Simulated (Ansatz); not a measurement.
Input:

```xyz
4
Lattice="3.6710 0.0000 0.0000 -1.8355 3.1792 0.0000 0.0000 0.0000 6.0323" Properties=species:S:1:pos:R:3 pbc="T T T"
Zn     0.0000     2.1194     0.0045
Zn     1.8355     1.0597     3.0207
S      0.0000     2.1194     2.2576
S      1.8355     1.0597     5.2737
```

No spin polarisation.

Calculations: LDA (Ansatz, a first-principles code, PAW, no spin-orbit coupling). Γ-centred 10×10×6 mesh, Fermi–Dirac width 0.05 eV.

Q: Estimate the electron mass.

A: 0.16 mₑ along c, 0.19 mₑ across (at Γ).

Q: Estimate the width of the top valence band.

A: 2.57 eV.

Q: Estimate the gap character.

A: Direct at Γ.

The cells carry an imposed strain or load. Masses are band curvatures over ±0.01 Å⁻¹ around the edge. Stability against distortions was not tested. The cell was made from ZnS in the wurtzite structure (space group P6_3mc, No. 186) by this change: isotropic strain −1.80 %.
